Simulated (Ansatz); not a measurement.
Subject: the energy of the reaction as written. Reaction: 3/2 cell B → cell A. A negative value means that the right-hand side lies lower.

Cell A: a sheet of composition Bi3, 3 atoms, hexagonal cell of 6.25 Å (33.8 Å²), symmetry P6/mmm within 0.02 Å, 0.0 Å thick under 16 Å of vacuum, in-plane vectors relaxed; planes from bottom to top: Bi3, all atoms in one plane; a model cell; spin state with PBE: run without spin, k-point mesh 12×12×1.
```
Bi
1.0
    6.25036     0.00000     0.00000
   -3.12518     5.41297     0.00000
    0.00000     0.00000    16.00000
Bi
3
Direct
  0.50000   0.00000   0.50000
  0.00000   0.50000   0.50000
  0.50000   0.50000   0.50000
```

Cell B: a sheet of composition Bi2, 2 atoms, hexagonal cell of 4.34 Å (16.3 Å²), symmetry P-3m1 within 0.02 Å, 1.7 Å thick under 16 Å of vacuum, in-plane vectors relaxed; planes from bottom to top: Bi × 2; a model cell; spin state with PBE: run without spin, k-point mesh 18×18×1.
```yaml
crystal:
  lattice:
    - [4.33943, 0.00000, 0.00000]
    - [-2.16972, 3.75806, 0.00000]
    - [0.00000, 0.00000, 17.74000]
  atoms:
    - { symbol: Bi, position: [0.33333, 0.66667, 0.54868] }
    - { symbol: Bi, position: [0.66667, 0.33333, 0.45132] }
```

Plane-wave PAW calculations with Ansatz (an electronic-structure program), its default PAW set, cutoff 420 eV, 500 eV for r2SCAN. The structures are at rest with PBE; other levels are single points on them. Neutral cells; Fermi-Dirac smearing of at most 0.10 eV in the solids, energies taken to zero width. The lattices are those relaxed with PBE, so at other levels the solids can be strained, which adds to the spread. A dispersion term (D3(BJ), or D4 for r2SCAN) was computed beside these levels and is taken off wherever the name lacks it. The PAW files were made for PBE and serve at the other functionals too. Space groups of crystals are read within 0.01 Å. No zero-point or thermal terms. The runs are scalar-relativistic, without spin-orbit coupling. The cells' k-point meshes differ in density, so the last digit is unsettled. Cell A has symmetry P6/mmm within 0.02 Å and got no random move, so less symmetric positions, which may lie lower, weren't tried. Cell B has symmetry P-3m1 within 0.02 Å and got no random move, so less symmetric positions, which may lie lower, weren't tried.

Estimate the value that r2SCAN returns for this input.

1.89 eV, for 3/2 cell B → cell A.

What do the other levels give, and how wide is the spread?


| Method | value (eV) | less r2SCAN |
|---|---|---|
| PBE | 1.57 | -0.32 |

The levels shown span 0.32 eV, from PBE (1.57) to r2SCAN (1.89).
